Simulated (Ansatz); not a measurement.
An Ansatz (a program for electronic structure) input (r2SCAN, PAW, 500 eV (Ansatz; spin-orbit coupling left out)):

Ansatz 0.2 input:
```yaml
crystal:
  lattice:
    - [0, 2.6624608216, 2.6624608216]
    - [2.6624608216, 0, 2.6624608216]
    - [2.6624608216, 2.6624608216, 0]
  atoms:
    - { symbol: Ca, position: [0, 0, 0] }
    - { symbol: F, position: [0.25, 0.25, 0.25] }
    - { symbol: F, position: [0.75, 0.75, 0.75] }
basis: { ecutwfc: 500, ecutrho_ratio: 4, xc_grid: 4, fft_grid_basis: typed }
kpoints: { mp_grid: { grid: [11, 11, 11] } }
hamiltonian:
  xc: r2scan
  dispersion: none
  pseudopotentials: { kind: paw }
scf: { occupations: { method: fermi_dirac, width: 0.05 }, convergence: { dr2_threshold: 0.0000000003 } }
relax: { f_tol: 0.005, max_steps: 50 }
output: { forces: true, stress: true }
checkpoint: { write: state.ck, write_every: 1000 }
```

Q: Which symmetry and how many k-points will the program report, and about how many plane waves at Γ?

A: Space group Fm-3m (ITA 225) with 48 operations, k-points 56 of 1331, and 941 plane waves at Γ.

Q: And the final pressure?

A: 6.58 GPa (compression positive).

The cells carry an imposed strain or load. No phonon test of stability was made. The cell was made from CaF₂ in the fluorite structure (space group Fm-3m, No. 225) by this change: isotropic strain −2.10 %.
